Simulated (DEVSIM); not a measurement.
Device: abrupt GaAs n-p junction, at 300 K.

```csv
layer (left to right),material,thickness (μm),Nd (cm⁻³),Na (cm⁻³),τn (s),τp (s)
1,GaAs,0.290,5.1e16,-,4.3e-10,4.3e-10
2,GaAs,10.0,-,3.5e17,4.3e-10,4.3e-10
```

Left contact: ohmic. Right contact: ohmic. Voltage is applied to the left contact. Recombination: SRH at mid-gap, radiative. Mobility is constant in doping.

This is a model device: material constants are rounded textbook-type values typed into the input, and sizes, dopings and lifetimes were drawn at random. Values at 300 K.

```
parameter        GaAs
-------------  ------
gap (eV)        1.424
affinity (eV)    4.07
permittivity     12.9
Nc (cm⁻³)      4.7e17
Nv (cm⁻³)        9e18
μn (cm²/Vs)      8500
μp (cm²/Vs)       400
B (cm³/s)       2e-10
```

Simulated with DEVSIM: 1D drift-diffusion, Boltzmann statistics, complete ionisation; no tunnelling, impact ionisation, image-force lowering or self-heating.

The doping Nd of layer 1 was swept, all else fixed.

```tsv
doping Nd of layer 1 (cm^-3)	potential step across the device at zero bias (V)	largest field in the device at zero bias (V/cm)	dark forward voltage at 100 A/cm² (V)	dark forward voltage at 1 A/cm² (V)
1.5e15	1.191	?	?	?
5.1e15	1.223	54000	1.078	0.925
1.5e16	1.251	72000	1.108	0.968
5.1e16	1.283	120000	1.138	1.004
1.5e17	1.311	190000	1.159	1.028
```

Problem. Fill in the missing entries.

Solution. 
- 1.5e15, largest field in the device at zero bias (V/cm): 48000
- 1.5e15, dark forward voltage at 100 A/cm² (V): 1.042
- 1.5e15, dark forward voltage at 1 A/cm² (V): 0.881
